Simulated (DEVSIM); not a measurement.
Device: Mo/Al2O3/SiO2/n-Si capacitor, at 300 K.

```tsv
layer (left to right)	material	thickness (nm)	Nd (cm⁻³)
1	Al2O3	10.0	-
2	SiO2	1.50	-
3	Si	440	1.7e18
```

Metal gate on the left, work function 4.6 eV. Fixed charge at the semiconductor interface -2.3e11 cm⁻² (in units of +e); interface traps 5e10 cm⁻² eV⁻¹, uniform in energy, neutral level at 0.5 of the gap above the valence band.

This is a model device: material constants are rounded textbook-type values typed into the input, and sizes, dopings and lifetimes were drawn at random. Values at 300 K.

| parameter | Al2O3 | SiO2 | Si |
|---|---|---|---|
| gap (eV) | 6.8 | 9 | 1.124 |
| affinity (eV) | 1.35 | 0.9 | 4.05 |
| permittivity | 9 | 3.9 | 11.7 |
| Nc (cm⁻³) | - | - | 2.86e19 |
| Nv (cm⁻³) | - | - | 3.1e19 |

Simulated with DEVSIM: 1D Poisson equation in equilibrium, Boltzmann statistics, complete ionisation; no quantum confinement or tunnelling. Metal contacts follow the ideal Schottky-Mott rule: no Fermi-level pinning, no interface dipoles.

The gate work function was swept, all else fixed.

```tsv
gate work function (eV)	flat-band voltage (V)
4.3	0.25
4.45	0.40
4.6	0.55
4.75	0.70
4.9	0.85
```

From the first row to the last the flat-band voltage goes from 0.25 to 0.85.
